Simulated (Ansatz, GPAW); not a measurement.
## YbIn5Rh (P4/mmm, 7 atoms in the cell) computed with different codes at matched settings

Self-consistent single point.

```xyz
7
Lattice="4.6871 0.0000 0.0000 0.0000 4.6871 0.0000 0.0000 0.0000 7.5550" Properties=species:S:1:pos:R:3 pbc="T T T"
Yb     0.0000     0.0000     0.0000
In     2.3436     2.3436     0.0000
In     2.3436     0.0000     2.2666
In     2.3436     0.0000     5.2884
In     0.0000     2.3436     2.2666
In     0.0000     2.3436     5.2884
Rh     0.0000     0.0000     3.7775
```

Shared settings, as Ansatz (a quantum-chemistry and plane-wave program) writes them: kpoints.mp_grid.grid = 2 2 2; scf.occupations.method = gaussian; scf.occupations.width = 0.1 eV. Potentials and cutoffs stand in the table.

```tsv
code	model	pressure (GPa)	largest force (eV/Å)	cutoff
GPAW	LDA (Perdew-Wang 92), GPAW PAW datasets LDA (gpaw-data 1.0.1)	-7.18	0.095	850 eV
Ansatz	LDA (PW92), PAW files made with PBE	-7.23	0.100	420 eV
```

On Ansatz's run: spin-orbit coupling is off. Spin polarisation is off.

The spread over the programs that give each value: pressure within 0.05 GPa; largest force within 0.005 eV/Å.

Ansatz's pressure is given at a fixed set of plane waves, as the other plane-wave codes print theirs.

On the base mesh (5 5 3) the same programs gave: Ansatz pressure -6.68 GPa; GPAW pressure -6.66 GPa.

The values differ from the base mesh's, so the mesh still matters here: the table compares the programs at equal settings.

The starting cell comes from a database of computed structures (which also holds hypothetical and non-ambient phases and stackings), without a prior relaxation at this level.

Left out of this page: CP2K (on another mesh).

Keys are those of Ansatz 0.2.
